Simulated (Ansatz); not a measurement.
# Nb under a change: Nb vacancy, symmetric start

Take a 27-atom supercell of Nb in the bcc (W type) structure (space group Im-3m, No. 229; a = 3.271 Å) at its relaxed geometry as the base.

It is then changed as follows: one Nb atom is removed, atoms relaxed at fixed cell.

The values are results of PBEsol, PAW, 420 eV (Ansatz, an electronic-structure program; scalar-relativistic without spin-orbit coupling), earlier PAW set, not measurements. k-mesh 5×5×5 (Γ-centred); smearing 0.05 eV (Fermi–Dirac).

- Pressure: -2.5 GPa (base 0.5 GPa)
- Energy gained by relaxation: 0.30 eV
- Largest displacement of a host atom from its site in the perfect cell: 0.10 Å
- Mean distance from the defect site to its nearest host atoms: 2.73 Å (base 2.83 Å)
- Formation energy E(defect cell) − (N_defect/N_perfect) E(perfect cell), N the atom counts: 3.0 eV

Measured vacancy formation energy of Nb: 2.65 eV (temperature not stated; as listed in Michael J. Mehl, Dimitrios A. Papaconstantopoulos, Phys. Rev. B (1996)); the computed value is for a static lattice, so the two differ by thermal effects too.

In so small a cell the defect repeats every few ångströms: this is an ordered compound, not a dilute defect. The defect started on the symmetric site and kept its symmetry, so it may sit on a saddle. All final runs are without spin polarisation. The defect cell is not spin-polarised.
